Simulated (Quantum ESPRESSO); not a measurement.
A self-consistent single point of a sheet of PtSe2 (3 atoms in the cell) with Quantum ESPRESSO.

Computed with PBE, PseudoDojo standard norm-conserving (PBE) pseudopotentials (plane waves; Quantum ESPRESSO).

```yaml
crystal:
  lattice:
    - [3.66767, 0.00000, 0.00000]
    - [-1.83384, 3.17630, 0.00000]
    - [0.00000, 0.00000, 16.98204]
  atoms:
    - { symbol: Pt, position: [0.00000, 0.00000, 0.50000] }
    - { symbol: Se, position: [0.33333, 0.66667, 0.58780] }
    - { symbol: Se, position: [0.66667, 0.33333, 0.41220] }
```

Reference input (self-consistent single point, DFT, PBE, plane waves, PseudoDojo standard norm-conserving (PBE) pseudopotentials): ecutwfc = 90 Ry; occupations = smearing; smearing = methfessel-paxton; degauss = 0.0036749 Ry; potentials = {Pt: Pt.upf, Se: Se.upf}; K_POINTS = automatic 7 7 1 0 0 0; conv_thr = 1e-11 Ry; mixing_beta = 0.4. This run's input differs from it in these lines:

```diff
@@ -30,3 +30,3 @@
 K_POINTS {automatic}
-7 7 1  0 0 0
+6 6 1  0 0 0
```

Log, with long lists cut:

```
     Self-consistent Calculation

     iteration #  1     ecut=    90.00 Ry     beta= 0.40

     Threshold (ethr) on eigenvalues was too large:
     Diagonalizing with lowered threshold

     negative rho (up, down):  8.840E-06 0.000E+00

     total energy              =    -746.08322013 Ry
     estimated scf accuracy    <       0.32238797 Ry

     iteration #  2     ecut=    90.00 Ry     beta= 0.40

     negative rho (up, down):  6.505E-06 0.000E+00

     total energy              =    -746.14469843 Ry
     estimated scf accuracy    <       0.37077739 Ry

     iteration #  3     ecut=    90.00 Ry     beta= 0.40

     negative rho (up, down):  1.399E-06 0.000E+00

     total energy              =    -746.19691940 Ry
     estimated scf accuracy    <       0.00709560 Ry

   [... 8 blocks of this kind left out ...]

     iteration # 12     ecut=    90.00 Ry     beta= 0.40

     total energy              =    -746.19738551 Ry
     estimated scf accuracy    <          6.4E-11 Ry

     iteration # 13     ecut=    90.00 Ry     beta= 0.40
     End of self-consistent calculation

     the Fermi energy is     0.6781 ev

!    total energy              =    -746.19738551 Ry
     estimated scf accuracy    <          2.3E-12 Ry
     smearing contrib. (-TS)   =       0.00000000 Ry
     internal energy E=F+TS    =    -746.19738551 Ry

     convergence has been achieved in  13 iterations

     Forces acting on atoms (cartesian axes, Ry/au):

     atom    1 type  1   force =     0.00000000    0.00000000    0.00000000
     atom    2 type  2   force =     0.00000000    0.00000000   -0.05499862
     atom    3 type  2   force =     0.00000000    0.00000000    0.05499862

     Total force =     0.077780     Total SCF correction =     0.000017

          total   stress  (Ry/bohr**3)                   (kbar)     P=      -18.50
  -0.00007254   0.00000000   0.00000000          -10.67        0.00        0.00
   0.00000000  -0.00007254   0.00000000            0.00      -10.67        0.00
   0.00000000   0.00000000  -0.00023227            0.00        0.00      -34.17

   JOB DONE.
```

The run converged in 13 iterations. Against the reference run the free energy rises by 2.6 meV/atom, the largest force moves little (1.408 to 1.414 eV/Å) and the gap on the mesh goes from 0.995 to 1.155 eV.

The starting cell was generated: these elements placed on a structure prototype, without a prior relaxation; it need not be a known phase or ordering of this composition. Spin-orbit coupling is off. Forces in this geometry exceed 1 eV/Å. Another mesh or the band path of this cell gives a smaller gap, so this value is not converged in the mesh.

Cost on one core of a shared machine: roughly 60 s.
